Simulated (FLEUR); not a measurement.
Equation of state of hcp Sc (space group 194): energy against volume (FLEUR, PBE)

```xyz
2
Lattice="3.2511 0.0000 0.0000 -1.6256 2.8156 0.0000 0.0000 0.0000 5.1763" Properties=species:S:1:pos:R:3 pbc="T T T"
Sc     1.6256     0.9385     3.8822
Sc     0.0000     1.8771     1.2941
```

Method of the run: PBE, all-electron FLAPW (FLEUR), scalar-relativistic valence run with FLEUR. Settings: Kmax = 4.56 1/bohr; GmaxXC = 22.8 1/bohr; xcFunctional = pbe; jspins = 1; l_soc = F; mode = hist; fermiSmearingEnergy = 0.00183747 Htr; mesh (inpgen div1-3) = 17 17 9; inpgen gamma flag = false; Gmax = 22.8 1/bohr; numbands = 0; maxIterBroyd = 99; imix = Anderson; alpha = 0.05; precondParam = 0; minDistance = 1e-05 me/bohr^3. The cell above is the first row's. The rows scale it uniformly. In all rows fractional positions and the k mesh are held. E is the free energy at the stated smearing, counted from the lowest row.

```csv
V (Å^3/atom),E (meV/atom)
23.691,7.06
24.207,1.55
24.722,0.00
25.237,2.06
25.752,7.42
26.267,15.80
26.782,26.92
27.297,40.55
27.812,?
```

Taking the third-order Birch-Murnaghan form, a cubic in V^(-2/3) for E over the 8 complete rows: With u = V^(-2/3) - 0.116, the rows have u = 0.005230, 0.003501, 0.001836, 0.000227, -0.001327, -0.002831, -0.004287, -0.005696. Least squares gives E = 2.640 - 2690.8·u + 685699·u² - 1823953·u³. Residuals (row less fit): -0.002, 0.004, 0.000, -0.005, -0.002, 0.005, -0.001, -0.001; standard error 0.004 (degrees of freedom: 4). Its minimum lies at u = 0.001978, so V0 = (0.117978)^(-3/2) = 24.68. There d²E/du² = 1350000 and d³E/du³ = -1.094e7, so B0 = (4/9) × 24.68^(-7/3) × 1350000 × 0.160218 = 54.2 GPa (the last factor turns the table's units into GPa), and B0' = 4 + (2/3) × 0.117978 × (-1.094e7)/1350000 = 3.4.

Predict the withheld E at V = 27.812 from the fit, and compare with the calculation.

u = -0.007062, so E = 2.640 - 2690.8 × (-0.007062) + 685699 × (-0.007062)² - 1823953 × (-0.007062)³ = 56.482 meV/atom. The calculation gives 56.47 meV/atom, 0.012 meV/atom below the prediction (under 0.05 % of the range of E in the table). The row lies outside the fitted rows, so this is an extrapolation. From the scatter of the fitted rows alone, a prediction at this place has a standard error of 0.011 meV/atom, so the miss is 1.1 times that.

Carrying the step between the two nearest rows on in a straight line would have given 54.18, off by 2.29; series whose last step already gives the withheld value aren't shown. The scan was laid around a cell of about the measured size, scaled by a guess for this functional; axis ratios and inner coordinates come from that cell. The runs keep the symmetry of the cell, so they don't test it for distortions. Values depend on the basis (sphere radii, cutoffs, local orbitals), which need not be converged. The shape of the cell and the inner coordinates aren't relaxed, so V0 and B0 belong to this uniform scaling; a relaxed crystal lies no higher in energy and is usually softer. Cutoffs and mesh are single choices, not tested for convergence of this quantity. Series with a scatter that would blur these digits, or in which a gap closes, are not shown. Nor are scans whose minimum lies at an end fitted in this form.
